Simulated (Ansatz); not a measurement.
For Nb3Si2 (P4/mbm, No. 127, 10 atoms in the cell; start mp-1078996), LDA in Ansatz (PAW) gives:

```
Item                  Value
------------------  -------
lattice constant a  6.665 Å
c axis length       3.450 Å
```

Question: What does PBEsol in Ansatz (plane waves, PAW) give for the same quantities?

Answer: 
- lattice constant a: 6.704 Å (increases by 0.6 %)
- lattice parameter c: 3.472 Å (grows by 0.6 %)

Changes are worked out from the printed values.

Unless a cell is named, each level is at its own relaxed cell (LDA 15.33, PBEsol 15.60 Å³/atom).

Caveats: the relaxation could not lower the start's symmetry, so the cell can be a saddle point above a distorted one (LDA, PBEsol). Ansatz's density-functional and Hartree–Fock values are scalar-relativistic unless marked +SOC, with PAW data made under PBE.

A start named mp-… is a Materials Project structure, which need not be a measured phase.

Ansatz is a quantum-chemistry and plane-wave program.
